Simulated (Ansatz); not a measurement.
**CaTiO3, element substitutions**

Consider CaTiO3 in the cubic perovskite structure (space group Pm-3m, No. 221; a = 3.8414 Å; a model cell).

Each row replaces one element on all its sites; cell and atoms are relaxed.

Method: PBEsol, PAW, 420 eV (Ansatz, a first-principles code; no spin-orbit coupling), earlier PAW set.

Q: Only one of these keeps a band gap. Which?
A) Ca → Be
B) O → Se
C) Ca → Sr

A: C, Ca → Sr. Computed: O → Se: zero; Ca → Sr: 1.86 eV; Ca → Be: zero

The mesh was chosen for an insulator and is coarse for the gapless case. Whether these cells are dynamically stable was not tested. As relaxed here, CaTiSe3 and TiBeO3 are hypothetical phases, not in the database extracts checked. No Hubbard U is applied, and correlation can decide whether such a compound is a metal. The final runs are not spin-polarised. Many cubic perovskites are stable only at high temperature; tilts and polar distortions were not tested. CaTiSe3 has a high density of states at the Fermi level and may be magnetic at this level. The zero or small gap of TiBeO3 can change with the level of theory.
